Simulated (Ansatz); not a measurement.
# A computed series for Cs2NaScCl6: element substitutions

Take Cs2NaScCl6 (space group Fm-3m, No. 225; a = 10.4177 Å; a cell from a computed database, its experimental status unchecked) as the base.

Each row replaces one element on all its sites; cell and atoms are relaxed.

The values are results of Ansatz (a quantum-chemistry and plane-wave program) PBEsol, no spin-orbit coupling, not measurements.

```csv
change,lattice parameter a,band gap
base,10.418 Å,3.97 eV
Cl → I,[?],[?]
Cs → La,9.771 Å,zero
Sc → Ca,10.692 Å,zero
```

### Question
Complete the table.

### Answer

- Cl → I, lattice parameter a: 11.845 Å
- Cl → I, band gap: 2.22 eV

Spin-orbit coupling, missing from the scalar runs, can matter with I. Stability against distortions was not tested. As relaxed here, NaLa2ScCl6 is a hypothetical phase, not in the database extracts checked. For Cs2NaScI6 and Cs2NaCaCl6 in this form, whether it has been made was not checked. The final runs are not spin-polarised. An odd electron count without spin: Cs2NaCaCl6. NaLa2ScCl6 has a high density of states at the Fermi level and may be magnetic at this level.
